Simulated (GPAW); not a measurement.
Input and output of a self-consistent single point for ScHg (Pm-3m, 2 atoms in the cell) (GPAW).

Method of the run: PBEsol, GPAW PAW datasets PBEsol (made by gpaw-setup) (plane waves; GPAW).

```yaml
crystal:
  lattice:
    - [3.48000, 0.00000, 0.00000]
    - [0.00000, 3.48000, 0.00000]
    - [0.00000, 0.00000, 3.48000]
  atoms:
    - { symbol: Sc, position: [0.50000, 0.50000, 0.50000] }
    - { symbol: Hg, position: [0.00000, 0.00000, 0.00000] }
```

Reference input (self-consistent single point, DFT PBEsol, plane waves, GPAW PAW datasets PBEsol (made by gpaw-setup)): mode = pw; ecut = 850 eV; xc = PBEsol; kpts = 7 7 7; mesh shift (steps) = 0 0 0; occupations.name = methfessel-paxton; occupations.width = 0.2 eV; occupations.order = 0; nbands = -10; symmetry.symmorphic = false; symmetry.tolerance = 0.0005; maxiter = 100. This run's input differs from it in these lines:

```diff
@@ -12,3 +12,3 @@
 
-calc = GPAW(mode=PW(850),
+calc = GPAW(mode=PW(340),
             xc='PBEsol',
```

Output, abridged:

```
     iter     time        total  log10-change:
                         energy   eigst   dens
iter:   1 --:--:--    -7.654596
iter:   2 --:--:--    -7.546184   -0.68  -1.46
iter:   3 --:--:--    -7.180418   -1.00  -1.49
iter:   4 --:--:--    -7.226140   -1.97  -1.91
iter:   5 --:--:--    -7.151294   -1.92  -2.03
iter:   6 --:--:--    -7.149119   -3.24  -2.19
iter:   7 --:--:--    -7.133634   -2.49  -2.24
iter:   8 --:--:--    -7.131133   -3.33  -2.49
iter:   9 --:--:--    -7.131152c  -4.36  -2.87
iter:  10 --:--:--    -7.134429c  -3.97  -2.88
iter:  11 --:--:--    -7.133182c  -5.07  -2.82
iter:  12 --:--:--    -7.134067c  -3.82  -2.80
iter:  13 --:--:--    -7.136026c  -4.06  -3.02
   [... 3 lines left out ...]
iter:  17 --:--:--    -7.131406c  -5.55  -3.57
iter:  18 --:--:--    -7.131420c  -6.16  -3.56
iter:  19 --:--:--    -7.131328c  -5.23  -3.59
iter:  20 --:--:--    -7.130868c  -4.85  -3.74
iter:  21 --:--:--    -7.130915c  -6.29  -4.34c
iter:  22 --:--:--    -7.130929c  -7.40  -4.48c
iter:  23 --:--:--    -7.130940c  -7.63c -4.50c
Converged after 23 iterations.

Dipole moment: (-0.000000, 0.000000, 0.000000) |e|*Ang

Energy contributions relative to reference atoms: (reference = -553774.384185)

Kinetic:         -0.177528
Potential:       +3.268722
External:        +0.000000
XC:              -8.854633
Entropy (-ST):   -0.038107
Local:           -1.348447
SIC:             +0.000000
--------------------------
Free energy:     -7.149994
Extrapolated:    -7.130940

Showing only first 2 kpts
 Kpt  Band  Eigenvalues  Occupancy
  0    12      0.79116    2.00000
  0    13      8.37274    0.01334
  0    14      8.37274    0.01334
  0    15     10.54321    0.00000

  1    12      0.80763    2.00000
  1    13      8.21091    0.18347
  1    14      8.30742    0.04416
  1    15     10.02218    0.00000

Fermi level: 8.02280

No gap
No difference between direct/indirect transitions
Energy (eV): -7.13094

Forces in eV/Ang:
  0 Sc    0.00000    0.00000    0.00000
  1 Hg   -0.00000   -0.00000   -0.00000

Stress tensor:
     0.039298     0.000000     0.000000
     0.000000     0.039298     0.000000
     0.000000     0.000000     0.039298
Stress (GPa, Voigt): [6.2962 6.2962 6.2962 0.     0.     0.    ]
```

The run converged in 23 iterations. GPAW prints stress with tension positive. Against the reference run the free energy rises by 143 meV/atom and the pressure goes from -0.57 to -6.30 GPa.

The starting cell comes from a database of published, mostly measured structures (it also holds non-ambient and calculated ones), without a prior relaxation at this level.
